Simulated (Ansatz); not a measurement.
The starting structures come from a database of crystals and need not be the phases stable at ambient conditions.

 Where the default PAW files enter, the runs use the earlier of Ansatz's two default sets.

## Evanescent states of NaYS$_{2}$ (R-3m, not sure to be the ambient phase, 4 atoms a cell, 22.6 Å³ an atom, -2 GPa at this level) along the normal of (001)

All values below come from PBEsol (plane waves, PAW; Ansatz, a program for electronic structure).

The gap is the functional's own. No spin-orbit coupling. Mid-gap values are interpolated on the energy grid.

Energies count from the valence-band top; κ is the least over a 12×12 mesh across the current.

```
E (eV)     κ (1/Å)  where
------  ----------  -----
0.06         0.109      Γ
0.18         0.139      Γ
0.30         0.161      Γ
0.42         0.179      Γ
0.54    (withheld)      Γ
0.66    (withheld)      Γ
0.78    (withheld)      Γ
0.90    (withheld)      Γ
1.02    (withheld)      Γ
1.14         0.240      Γ
1.26    (withheld)      Γ
1.38    (withheld)      Γ
1.50    (withheld)      Γ
1.62    (withheld)      Γ
1.74         0.240  off Γ
1.86         0.213  off Γ
1.98         0.176  off Γ
2.10         0.117  off Γ
```

Problem. Some entries are withheld; supply them.

Solution. 
- 0.54, κ (1/Å): 0.194
- 0.66, κ (1/Å): 0.207
- 0.78, κ (1/Å): 0.217
- 0.90, κ (1/Å): 0.226
- 1.02, κ (1/Å): 0.234
- 1.26, κ (1/Å): 0.245
- 1.38, κ (1/Å): 0.249
- 1.50, κ (1/Å): 0.252
- 1.62, κ (1/Å): 0.254
